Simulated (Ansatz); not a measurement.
# A computed series for InP: pressure series

Take InP in the zinc blende structure (space group F-43m, No. 216; a = 5.907 Å) as the base.

Cell and atoms are relaxed at each pressure.

Levels (all Ansatz, a first-principles code, PAW): r2SCAN (500 eV, scalar-relativistic without spin-orbit coupling); HSE06 (420 eV, no spin-orbit coupling).

Band gaps by level, all at the geometries relaxed with r2SCAN:

| case | r2SCAN | HSE06 |
|---|---|---|
| base | 1.03 eV | 1.36 eV |
| pressure −1 GPa | 0.94 eV | ___ |
| pressure 7 GPa | 1.52 eV | 1.87 eV |
| pressure 15 GPa | 1.76 eV | ___ |
| pressure 30 GPa | 1.54 eV | ___ |
| pressure 50 GPa | 1.29 eV | 1.63 eV |
| pressure 75 GPa | 1.04 eV | 1.36 eV |
| pressure 100 GPa | 0.82 eV | 1.14 eV |

Q: Some entries are withheld; estimate them.

A: 
- pressure −1 GPa, HSE06: 1.27 eV
- pressure 15 GPa, HSE06: 2.11 eV
- pressure 30 GPa, HSE06: 1.88 eV

Single points use the geometry relaxed with r2SCAN. The hybrid gap comes from the SCF mesh plus the semilocal run's edge points and a few special points and is an upper bound. Load acts through the strain it causes; cell and atoms are relaxed under it. Whether these cells are dynamically stable was not tested. Measured, InP leaves this structure (for rock salt) near 9.8 GPa (temperature not stated; as listed in Datta, Sujoy, Jana, Debnarayan, arXiv (2020)).
